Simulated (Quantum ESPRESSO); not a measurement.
Cost against accuracy: K_POINTS for Be (P6_3/mmc, 2 atoms in the cell)

```
Be
1.0
    2.26478     0.00000     0.00000
   -1.13239     1.96136     0.00000
    0.00000     0.00000     3.57410
Be
2
Cartesian
  0.00000   1.30757   2.68058
  1.13239   0.65379   0.89353
```

Method: PBE, PseudoDojo standard norm-conserving (PBE) pseudopotentials (plane waves; Quantum ESPRESSO 7.5).

Base settings: ecutwfc = 90 Ry; occupations = smearing; smearing = fd; degauss = 0.0073499 Ry; potentials = {Be: Be.upf}; K_POINTS = automatic 17 17 9 0 0 0; conv_thr = 1e-08 Ry; mixing_beta = 0.7.

Misses are taken against the tightest run, automatic 41 41 22 0 0 0, which need not be fully converged itself. The energy is the free energy per atom.

The count of work is k-points × plane waves × bands × iterations; it is no time, and leaves out set-up, grids and terms that scale otherwise. Core times come from one kind of shared machine and are given to one figure; runs under 30 s give none.

The starting cell comes from a database of computed structures (which also holds hypothetical and non-ambient phases and stackings), without a prior relaxation at this level.

```tsv
K_POINTS	energy less reference (meV/atom)	pressure less reference (GPa)	count of work / reference	core time / reference (rough)
automatic 2 2 1 0 0 0	65.14	2.84	0.0010	–
automatic 3 3 2 0 0 0	644.27	9.65	0.0031	–
automatic 4 4 2 0 0 0	223.88	2.66	0.0041	–
automatic 5 5 3 0 0 0	13.69	-0.01	0.0051	–
automatic 6 6 4 0 0 0	32.34	0.40	0.011	–
automatic 8 8 4 0 0 0	18.12	0.05	0.015	–
automatic 9 9 5 0 0 0	-4.72	-0.10	0.019	–
automatic 11 11 6 0 0 0	7.62	-0.01	0.033	–
automatic 13 13 8 0 0 0	1.96	0.07	0.054	–
automatic 17 17 9 0 0 0	2.32	0.05	0.085	–
automatic 22 22 12 0 0 0	-0.14	-0.02	0.19	–
automatic 26 26 15 0 0 0	-0.65	-0.02	0.29	0.3
automatic 33 33 18 0 0 0	-0.27	-0.01	0.56	0.6
automatic 41 41 22 0 0 0	0.00	0.00	1.0	1
```

Coarsest setting among those run that, with all tighter ones, holds the energy within 20 meV/atom of the reference: automatic 8 8 4 0 0 0, off by 18 meV/atom; it needs 0.015 of the reference's count of work. The coarser automatic 5 5 3 0 0 0 also lies inside, but a setting between leaves the range again, so that is luck.

Coarsest setting among those run that, with all tighter ones, holds the energy within 10 meV/atom of the reference: automatic 9 9 5 0 0 0, off by 4.7 meV/atom; it needs 0.019 of the reference's count of work.

The step from automatic 11 11 6 0 0 0 to automatic 22 22 12 0 0 0: it takes the miss in the energy from 7.6 to 0.14 meV/atom, for 5.7 times the count of work.
